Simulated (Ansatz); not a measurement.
## A constructed model of the (111)B surface of 3C silicon carbide, C-terminated, (√3x√3)R30° Sb adatom at T4 (bottom of the slab: 3 H on 3 bottom sites)

These are PBE (plane waves to 420 eV, PAW; Ansatz, an electronic-structure program) values and carry that method's errors.

Set-up: 28 atoms, 11.7 Å thick at the start with caps and adatoms (thin: gaps and levels are the slab's own); mesh 6x6x1; 0.025 eV smearing; dipole correction on; 6 atoms held, the rest relaxed; held to the start's symmetry, so lower structures may exist; no spin, no spin-orbit, no U. It is one candidate, not shown to be the stable structure of the face.

```
Item                                                                      Result
-----------------------------------------------  -------------------------------
gap of the slab on its k-mesh                                            1.89 eV
highest filled level below the top vacuum level                          4.42 eV
energy released by relaxation                                            1.38 eV
cost                                             around 2.5 core-minutes (rough)
```
